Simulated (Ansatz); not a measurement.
The starting structures come from a database of crystals and need not be the phases stable at ambient conditions.

The decay constant κ of evanescent states in the gap governs leakage through a thin film.

Given:

```xyz
4
Lattice="4.0024 0.0000 0.0000 -2.0012 3.4662 0.0000 0.0000 0.0000 6.5778" Properties=species:S:1:pos:R:3 pbc="T T T"
Al     0.0000     2.3108     0.0045
Al     2.0012     1.1554     3.2934
As     0.0000     2.3108     2.4688
As     2.0012     1.1554     5.7577
```

The cell is taken as given.

Transport runs along the normal of the first two printed cell vectors, the (001) plane of the conventional cell.

The gap is the functional's own, uncorrected, and κ follows it; spin-orbit coupling is left out. Mid-gap means the computed energy nearest the middle.

### Question
Predict the band gap and the smallest decay constant κ at mid-gap from PBEsol in Ansatz (a program for electronic structure).

### Answer
Gap 1.65 eV on a 12×12×6 mesh; κ = 0.109 1/Å, at the zone centre.
